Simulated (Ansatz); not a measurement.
The reference is FeSb2 (space group Pnnm, No. 58; a = 5.773 Å, b = 6.429 Å, c = 3.119 Å; non-magnetic).

The values are results of PBEsol/PAW in Ansatz (a first-principles code), without spin-orbit coupling, not measurements.

One change was made to it. Results:

```json
[
 {"quantity": "shortest interatomic distance", "base": "252.6 pm", "after": "252.1 pm"},
 {"quantity": "density", "base": "8.59 g/cm³", "after": "8.64 g/cm³"},
 {"quantity": "band gap", "base": "zero", "after": "zero"}
]
```

Task: Name the change that was made.
(A) pressure 1.5 GPa
(B) pressure 0.7 GPa
(C) pressure 3 GPa
(D) pressure 7.5 GPa

Result: B, pressure 0.7 GPa. For comparison, the density in the other runs: pressure 1.5 GPa gives 8.70 g/cm³; pressure 3 GPa gives 8.80 g/cm³; pressure 7.5 GPa gives 9.08 g/cm³.

Spin-orbit coupling, missing from the scalar runs, can matter with Sb. Load acts through the strain it causes; cell and atoms are relaxed under it. Whether these cells are dynamically stable was not tested. No other phases were tried under pressure. Starting moments died away, wholly or in part, for the base; another magnetic solution may exist. The base started in Pnn2 and relaxed to Pnnm at this level. All final runs are without spin polarisation. A zero or small gap of FeSb2 can be the functional's error rather than a property of the material.
